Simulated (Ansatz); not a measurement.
Band structure of Zr (P6_3/mmc, 2 atoms in the cell).

```yaml
crystal:
  lattice:
    - [3.20911, 0.00000, 0.00000]
    - [-1.60455, 2.77917, 0.00000]
    - [0.00000, 0.00000, 5.12412]
  atoms:
    - { symbol: Zr, position: [0.33333, 0.66667, 0.25000] }
    - { symbol: Zr, position: [0.66667, 0.33333, 0.75000] }
```

Level of theory: PBE, PAW files (plane waves; Ansatz, a quantum-chemistry and plane-wave program).

Settings: basis.ecutwfc = 420 eV; kpoints.mp_grid.grid = 16 16 9; hamiltonian.xc = pbe; hamiltonian.pseudopotentials = {kind: paw} (the program's default PAW files); scf.occupations.method = gaussian; scf.occupations.width = 0.136 eV; kpoints.band_path.npoints = 8.

The starting cell comes from a database of computed structures (which also holds hypothetical and non-ambient phases and stackings), without a prior relaxation at this level. Its lattice was rescaled by a random factor within 2.5 % of one.

Levels in eV from the Fermi level, bands 9 to 15:
```
point      9     10     11     12     13     14    15
-----  -----  -----  -----  -----  -----  -----  ----
Γ      -5.68  -3.08   0.87   0.87   1.00   1.23  1.57
M      -2.63  -2.53  -2.20  -0.16   0.55   0.79  1.48
K      -2.16  -1.36  -1.36  -1.13   0.27   0.27  1.83
A      -3.95  -3.95   0.03   0.03   0.78   0.78  0.78
L      -2.92  -2.92  -1.10  -1.10   1.70   1.70  2.26
H      -1.47  -1.47  -1.30  -1.30  -0.01  -0.01  2.06
```

Bands cross the Fermi level along this path, so the cell is metallic at this level.

Keys are those of Ansatz 0.2.
